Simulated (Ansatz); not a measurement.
Consider a periodic stack without vacuum, tetragonal WSi2 (1 1 0) on antifluorite Mg2Si (1 1 1) (film strained to the substrate, started from cuts of the bulks and a machine-learned relaxation; slabs Mg8Si4 and Si8W4, which can lie off the formulas): substrate slab Mg8Si4, film Si8W4, surface cells [[0, 1], [-1, 0]] and [[-1, -1], [1, 0]], film strained by -1.5 and -0.9 %, outermost planes Mg/Mg and SiW/SiW as cut, which need not be the usual terminations and can put a slab off its formula. Its start:

```
CELL_PARAMETERS angstrom
      4.49948     0.00000     0.04545
     -2.24974     3.89666    -0.04686
      3.06556    -1.77900    25.15411
ATOMIC_POSITIONS crystal
  Mg 0.65381 0.32011 0.04810
  Mg 0.28261 0.69610 0.12453
  Mg 0.92000 0.07370 0.19868
  Mg 0.55250 0.44475 0.27210
  Mg 0.18422 0.81161 0.34531
  Mg 0.81176 0.18150 0.41916
  Mg 0.42811 0.55796 0.49356
  Mg 0.05354 0.92833 0.56900
  Si 0.96432 0.01241 0.09373
  Si 0.23527 0.75977 0.23671
  Si 0.49824 0.49630 0.38133
  Si 0.74449 0.23970 0.52420
  Si 0.57744 0.51746 0.66620
  Si 0.24672 0.84725 0.66641
  Si 0.02684 0.06713 0.76778
  Si 0.69274 0.40075 0.76721
  Si 0.48413 0.61174 0.85292
  Si 0.15013 0.94550 0.85344
  Si 0.93678 0.16276 0.95238
  Si 0.60183 0.49579 0.95290
  W  0.90558 0.18885 0.68074
  W  0.36342 0.73040 0.76049
  W  0.81413 0.28182 0.85965
  W  0.27675 0.82296 0.94061
```

The start was prepared with a machine-learned potential, and the result is one local minimum, with the in-plane cell held and forces under 0.04 eV/Å; the film can end far from its bulk form.

All values below come from PBE (plane waves to 420 eV, PAW; Ansatz, a quantum-chemistry and plane-wave program). Spin–orbit coupling is left out; the runs are not spin-polarised. Its k-point mesh 8×8×1, Fermi–Dirac width 0.05 eV.

### Question
Predict the relaxed interface.

### Answer
The interface area is 17.5 Å² and the period is 23.31 Å. The heights between the nearest atoms of the two slabs at the two interfaces is 2.12 and 2.25 Å and the Mg–Si contacts across the interfaces within 1.22 times the sum of covalent radii is 4, mean 2.72 Å. The Mg–W contacts across the interfaces within 1.22 times the sum of covalent radii is 3, mean 3.10 Å. The Si–W contacts across the interfaces within 1.22 times the sum of covalent radii is 2, mean 2.77 Å.
